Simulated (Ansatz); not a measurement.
## What Al → In does to AlP

The reference is AlP in the zinc blende structure (space group F-43m, No. 216; a = 5.5073 Å).

One thing is altered: every Al is replaced by In, then cell and atoms are relaxed.

Method: PBE/PAW in Ansatz (a quantum-chemistry and plane-wave program), no SOC, earlier PAW set. Γ-centred 10×10×10 mesh, Fermi–Dirac width 0.05 eV.

The volume per atom grows by 5.575 Å³ to 26.46 Å³ and the lattice parameter a rises by 0.452 Å to 5.959 Å. The space group stays F-43m (No. 216) and the shortest interatomic distance increases by 0.1957 Å to 2.580 Å. The band gap falls by 1.19 eV (1.63 eV → 0.44 eV) and the gap character goes from indirect, Γ → X to direct at Γ. The width of the top valence band falls by 0.03 eV to 2.69 eV and the electron mass becomes 0.037 mₑ (at Γ) (base: 0.81 mₑ along k, 0.25 mₑ across (at X)). The hole mass (degenerate bands, along [100]) goes from 0.19, 0.56, 0.56 mₑ (at Γ) to 0.037, 0.46, 0.46 mₑ (at Γ).

Masses are band curvatures over ±0.01 Å⁻¹ around the edge. Along k means along the line from Γ to the band edge. Whether these cells are dynamically stable was not tested.
